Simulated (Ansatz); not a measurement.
System: cubic perovskite RbCdF₃. Method: HSE06 (Ansatz, an electronic-structure program, plane waves, PAW).

Numerical settings: plane-wave cutoff 460 eV, 6×6×6 k mesh, Fermi–Dirac smearing 0.01 eV, scalar-relativistic PAW data made under PBE.

Pressure at four volumes; x = ln(V/17.560 Å³). One pressure is withheld.

```json
[
 {"V (Å³/atom)": "16.682", "x": "-0.0513", "P (GPa)": "?"},
 {"V (Å³/atom)": "17.251", "x": "-0.0178", "P (GPa)": "1.15"},
 {"V (Å³/atom)": "17.560", "x": "0.0000", "P (GPa)": "0.03"},
 {"V (Å³/atom)": "18.438", "x": "0.0488", "P (GPa)": "-2.56"}
]
```

### Question
Pass a parabola P(x) through the three rows shown, estimate the bulk modulus and its pressure derivative near zero pressure, and predict the withheld pressure.

### Answer
Slopes between the rows: (0.03 − (1.15))/(0.0000 − (-0.0178)) = -62.92 and (-2.56 − (0.03))/(0.0488 − (0.0000)) = -53.07 GPa. Their difference over the span 0.0666 is c = 9.85/0.0666 = 147.9 GPa, so P(x) = 1.15 + (-62.92)(x − (-0.0178)) + 147.9 (x − (-0.0178))(x − (0.0000)). At the middle row B = −dP/dx = −[-62.92 + 147.9 × 0.0178] = 60.3 GPa, and B′ = dB/dP = 2c/B = 4.9. At x = -0.0513 the parabola gives 3.51 GPa; the run gives 3.52 GPa. The Birch–Murnaghan fit to the energies at all volumes has B0 = 59.8 GPa and B′ = 4.9.

Note: the relaxation could not lower the start's symmetry, so the cell can be a saddle point above a distorted one.
